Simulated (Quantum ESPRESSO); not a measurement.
# Habitual settings against a tight run: TaNi3 (Pmmn, 8 atoms in the cell)

Self-consistent single point.

```yaml
crystal:
  lattice:
    - [4.21074, 0.00000, 0.00000]
    - [0.00000, 5.07192, 0.00000]
    - [0.00000, 0.00000, 4.51240]
  atoms:
    - { symbol: Ta, position: [0.00000, 0.00000, 0.34972] }
    - { symbol: Ta, position: [0.50000, 0.50000, 0.65028] }
    - { symbol: Ni, position: [0.50000, 0.00000, 0.68154] }
    - { symbol: Ni, position: [0.00000, 0.50000, 0.31846] }
    - { symbol: Ni, position: [0.00000, 0.24935, 0.84213] }
    - { symbol: Ni, position: [0.00000, 0.75065, 0.84213] }
    - { symbol: Ni, position: [0.50000, 0.25065, 0.15787] }
    - { symbol: Ni, position: [0.50000, 0.74935, 0.15787] }
```

Level of theory: LDA (PZ), PSlibrary PAW (LDA) pseudopotentials (plane waves; Quantum ESPRESSO).

Base settings: ecutwfc = 50 Ry; ecutrho = 300 Ry; occupations = smearing; smearing = cold; degauss = 0.0073499 Ry; potentials = {Ta: Ta.pz-spn-kjpaw_psl.1.0.0.UPF, Ni: Ni.pz-n-kjpaw_psl.1.0.0.UPF}; K_POINTS = automatic 6 5 5 1 1 1; conv_thr = 1e-10 Ry; mixing_beta = 0.4.

Tight run (finer mesh or higher cutoff; not a proven limit): ecutwfc: 50 Ry → 70 Ry; ecutrho: 300 Ry → 420 Ry; conv_thr: 1e-10 Ry → 7.3e-11 Ry; K_POINTS: automatic 6 5 5 1 1 1 → automatic 9 7 7 1 1 1. It gave Fermi level (on the code's own zero) 16.23 eV; pressure -10.68 GPa; largest force (vector length) 0.080 eV/Å.

Quick runs, as changes from the base:
- A: the base itself
- B: ecutwfc: 50 Ry → 25 Ry; ecutrho: 300 Ry → 150 Ry; K_POINTS: automatic 6 5 5 1 1 1 → automatic 2 2 2 1 1 1
- C: ecutwfc: 50 Ry → 40 Ry; ecutrho: 300 Ry → 240 Ry; K_POINTS: automatic 6 5 5 1 1 1 → automatic 6 6 6 1 1 1
- D: ecutwfc: 50 Ry → 40 Ry; ecutrho: 300 Ry → 240 Ry; conv_thr: 1e-10 Ry → 7.3e-06 Ry; K_POINTS: automatic 6 5 5 1 1 1 → automatic 2 2 2 1 1 1
- E: ecutwfc: 50 Ry → 35 Ry; ecutrho: 300 Ry → 210 Ry; K_POINTS: automatic 6 5 5 1 1 1 → automatic 4 4 4 1 1 1
- F: ecutwfc: 50 Ry → 30 Ry; ecutrho: 300 Ry → 180 Ry; smearing: cold → mp; degauss: 0.0073499 Ry → 0.036749 Ry; K_POINTS: automatic 6 5 5 1 1 1 → automatic 3 3 3 1 1 1

Energies are extrapolated to zero smearing width, which holds to low order in the width alone (under cold and Methfessel-Paxton smearing the free energy itself is taken).

Dashes: time of B, D, F, under 30 s; pressure of D, not trusted under this conv_thr with d or f elements.

The count of work is k-points × plane waves × bands × iterations; it is no time. Core times come from one kind of shared machine and are given to one figure; runs under 30 s give none.

The starting cell comes from a database of computed structures (which also holds hypothetical and non-ambient phases and stackings), without a prior relaxation at this level. Its lattice was rescaled by a random factor within 2.5 % of one. Spin polarisation is off. In the base run, with a pressure of about -11 GPa the cell is away from its equilibrium volume at this level.

```csv
run,energy less tight (meV/atom),pressure less tight (GPa),largest miss in a force vector (eV/Å),count of work / tight,core time / tight (rough)
A,11.4,-0.67,0.052,0.19,0.2
B,1208.8,-98.85,0.154,0.0023,–
C,59.5,-1.82,0.021,0.16,0.2
D,-5.4,–,0.187,0.0027,–
E,99.9,-3.06,0.106,0.031,0.06
F,261.0,-19.35,0.104,0.026,–
```

Among the runs at the tight run's level, the energy misses run from 5.4 to 1208.8 meV/atom.
